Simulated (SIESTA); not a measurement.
Band structure of HfCuSi₂ (P4/nmm, 8 atoms in the cell).

```
CELL_PARAMETERS angstrom
      3.66138     0.00000     0.00000
      0.00000     3.66138     0.00000
      0.00000     0.00000     8.96353
ATOMIC_POSITIONS crystal
  Hf 0.00000 0.50000 0.26585
  Hf 0.50000 0.00000 0.73415
  Si 0.50000 0.50000 0.50000
  Si 0.00000 0.00000 0.50000
  Si 0.50000 0.00000 0.17018
  Si 0.00000 0.50000 0.82982
  Cu 0.00000 0.00000 0.00000
  Cu 0.50000 0.50000 0.00000
```

Computed with SIESTA with GGA PBEsol, numerical atomic orbitals DZP, PseudoDojo PBEsol standard norm-conserving potentials (rewritten from UPF to PSML).

Settings: XC.functional = GGA; XC.authors = PBEsol; potentials = PseudoDojo PBEsol standard; PAO.BasisSize = DZP; PAO.EnergyShift = 0.005 Ry; MeshCutoff = 350 Ry; kgrid.MonkhorstPack = 8 8 3; OccupationFunction = FD; ElectronicTemperature = 1578.21 K; MaxSCFIterations = 150; SCF.Mixer.Method = Pulay; SCF.Mixer.Weight = 0.1; SCF.Mixer.History = 8; SCF.DM.Tolerance = 1.0E-04.

The starting cell comes from a database of computed structures (which also holds hypothetical and non-ambient phases and stackings), without a prior relaxation at this level. Spin-orbit coupling is off. Spin polarisation is off. Values carry the incompleteness of an atom-centred basis.

Levels in eV from the Fermi level, bands 35 to 40:
```tsv
point	35	36	37	38	39	40
Γ	-1.80	-0.99	-0.99	-0.74	1.37	1.37
X	-1.19	-1.19	-1.00	-1.00	0.04	0.04
M	-2.86	-2.86	-1.69	-1.69	-1.69	-1.69
Z	-1.36	-1.28	-1.23	-1.23	1.32	1.78
R	-1.13	-1.13	-0.37	-0.37	0.37	0.37
A	-2.18	-2.18	-1.71	-1.71	-1.67	-1.67
```

Bands cross the Fermi level along this path, so the cell is metallic at this level.

Higher empty bands are left out: an atom-centred basis made for the valence describes them poorly.
